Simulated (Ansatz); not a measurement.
Take W in the bcc (W type) structure (space group Im-3m, No. 229; relaxed with 0.1 eV smearing) as the base.

```xyz
1
Lattice="-1.5676 1.5676 1.5676 1.5676 -1.5676 1.5676 1.5676 1.5676 -1.5676" Properties=species:S:1:pos:R:3 pbc="T T T"
W      0.0000     0.0000     0.0000
```

Cartesian axes are those of the cell as printed.

Calculations: LDA/PAW in Ansatz (a program for electronic structure), without spin-orbit coupling.

Base values:

* **Pressure**: 0.0 GPa

Now apply this change: compressive biaxial strain of 1.00 % in the plane normal to [001], as in epitaxy on a mismatched substrate; the out-of-plane cell vector and the atoms relax.

How does this affect the energy relative to the base, ratio −ε⊥/ε∥ and pressure?

The energy rises by 6.0 meV/atom; the ratio −ε⊥/ε∥ is 0.81; the pressure (mean of the normal stresses, compression positive) goes from zero to 4.2 GPa.

No phonon test of stability was made. The final runs are not spin-polarised.
